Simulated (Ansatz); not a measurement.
# Quick settings and what they miss: Cs₂YTlBr₆ (Fm-3m, 10 atoms in the cell)

Self-consistent single point.

```
Cs2YTlBr6
1.0
    0.00000     6.09202     6.09202
    6.09202     0.00000     6.09202
    6.09202     6.09202     0.00000
Cs Y Tl Br
2 1 1 6
Direct
  0.75000   0.75000   0.75000
  0.25000   0.25000   0.25000
  0.00000   0.00000   0.00000
  0.50000   0.50000   0.50000
  0.76742   0.23258   0.23258
  0.23258   0.76742   0.76742
  0.23258   0.76742   0.23258
  0.76742   0.23258   0.76742
  0.23258   0.23258   0.76742
  0.76742   0.76742   0.23258
```

Method: PBEsol, default PAW files made with PBE (plane waves; Ansatz, a quantum-chemistry and plane-wave program).

Base settings: basis.ecutwfc = 30.9 Ry; kpoints.mp_grid.grid = 4 4 4; hamiltonian.xc = pbesol; hamiltonian.pseudopotentials = {kind: paw} (the program's default PAW files); scf.occupations.method = fermi_dirac; scf.occupations.width = 0.0015 Ry.

Tight run (finer mesh or higher cutoff; not a proven limit): basis.ecutwfc: 30.9 Ry → 43.4 Ry; kpoints.mp_grid.grid: 4 4 4 → 6 6 6; scf.convergence.dr2_threshold: default (1e-07 eV) → 1e-09 eV. It gave top of the valence band (on the code's own zero) 1.38 eV; gap on the k-point mesh 3.68 eV; pressure -1.67 GPa; largest force (vector length) 0.242 eV/Å.

Quick runs, as changes from the base:
- A: the base itself
- B: basis.ecutwfc: 30.9 Ry → 18.4 Ry; kpoints.mp_grid.grid: 4 4 4 → 1 1 1
- C: basis.ecutwfc: 30.9 Ry → 18.4 Ry; kpoints.mp_grid.grid: 4 4 4 → 6 6 6; scf.occupations.method: fermi_dirac → cold; scf.occupations.width: 0.0015 Ry → 0.0147 Ry; scf.convergence.dr2_threshold: default (1e-07 eV) → 0.001 eV

Gaps are read on each run's own mesh, which may miss the band edges.

The count of work is k-points × plane waves × bands × iterations; it is no time. 

Pressures in the table are Ansatz's without its Pulay estimate, at a fixed set of plane waves; the tight run's value above holds the estimate.

The starting cell comes from a database of computed structures (which also holds hypothetical and non-ambient phases and stackings), without a prior relaxation at this level. Its lattice was rescaled by a random factor within 2.5 % of one. Spin-orbit coupling is off.

```csv
run,energy less tight (meV/atom),pressure less tight (GPa),gap on the mesh less tight (eV),count of work / tight
A,0.7,-0.01,0.000,0.23
B,328.5,-3.45,0.595,0.017
C,191.8,-4.39,0.040,0.10
```

Among the runs at the tight run's level, the energy misses run from 0.7 to 328.5 meV/atom.

Left out of this page: 1 run of the series outside the window shown, repeating another row's setting, or not comparable; 2 runs of the series with a known weakness of the program.

Keys are those of Ansatz 0.2.
